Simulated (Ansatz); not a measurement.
Start from HfN in the rock salt structure (space group Fm-3m, No. 225; a = 4.526 Å; relaxed with 0.1 eV smearing).

Method: r2SCAN in Ansatz (plane waves to 500 eV, PAW, no spin-orbit coupling).

Base values:

The pressure comes out as 0.0 GPa.

Perturbation: the cell is scaled by 1.0200 in all directions, atoms relaxed at fixed cell.

Question: Predict the new energy relative to the base and pressure.

Answer: The energy goes up by 34 meV/atom; the pressure goes from zero to -14.8 GPa.

The cells carry an imposed strain or load. Whether these cells are dynamically stable was not tested. All final runs are without spin polarisation. An odd electron count without spin: HfN.

Ansatz is an electronic-structure program.
